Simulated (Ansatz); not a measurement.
Base system: SnS₂ in the CdI2 type structure (space group P-3m1, No. 164; a = 3.669 Å, c = 5.808 Å; layered, stacked along the Cartesian z axis). Axes: x lies along a and z along c of the hexagonal cell.

All numbers come from Ansatz (a program for electronic structure), PBE-D3(BJ), PAW, cutoff 420 eV, scalar-relativistic without spin-orbit coupling, earlier PAW set.

Base values:

```
Quantity     Value
--------  --------
Pressure  0.00 GPa
```

Perturbation: biaxial strain +1.78 %, plane normal [001], relaxed out of plane (Cartesian); in-plane vectors clamped, the third vector and the atoms free.

**Question.** What happens to the ratio −ε⊥/ε∥ and pressure?

**Answer.** The ratio −ε⊥/ε∥ amounts to 0.99; the pressure (mean of the normal stresses, compression positive) goes from zero to -1.60 GPa.

Whether these cells are dynamically stable was not tested.
